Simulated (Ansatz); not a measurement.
Start from BaS in the rock salt structure (space group Fm-3m, No. 225; a = 6.429 Å).

Computed with Kohn–Sham DFT with the PBE functional, run in Ansatz (a quantum-chemistry and plane-wave program) with PAW and 420 eV plane waves, no spin-orbit coupling.

Base values:

- Band gap = 2.23 eV

The change: every lattice vector is shortened by 2.50 %; the atoms relax in the strained cell.

Task: What happens to the band gap?

Result: The band gap decreases by 0.12 eV (2.23 eV → 2.11 eV).

Task: Estimate the effect on the energy relative to the base.

Result: The energy goes up by 26 meV/atom.

No phonon test of stability was made.
